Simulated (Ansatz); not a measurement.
# Ag: pressure series

The reference is Ag in the fcc (Cu type) structure (space group Fm-3m, No. 225; a = 4.106 Å).

Cell and atoms are relaxed at each pressure.

Calculations: r2SCAN, PAW, 500 eV (Ansatz, an electronic-structure program; without spin-orbit coupling), earlier PAW set.

Notes on the quantities. enthalpy: H = E + PV relative to the base's energy.

| variant | lattice parameter a | enthalpy |
|---|---|---|
| base | 4.106 Å | – |
| pressure −2 GPa | ___ | -0.22 eV/atom |
| pressure −1 GPa | 4.119 Å | -0.11 eV/atom |
| pressure 0.9 GPa | 4.094 Å | +0.10 eV/atom |
| pressure 2.1 GPa | 4.079 Å | +0.22 eV/atom |
| pressure 4.5 GPa | 4.052 Å | +0.48 eV/atom |
| pressure 9 GPa | 4.008 Å | +0.94 eV/atom |
| pressure 15 GPa | 3.960 Å | +1.53 eV/atom |
| pressure 22.5 GPa | 3.911 Å | +2.24 eV/atom |
| pressure 30 GPa | 3.870 Å | +2.93 eV/atom |

Fill in the withheld entries from the trend.


- pressure −2 GPa, lattice parameter a: 4.134 Å

Load acts through the strain it causes; cell and atoms are relaxed under it. No phonon test of stability was made. Competing high-pressure phases were not computed.
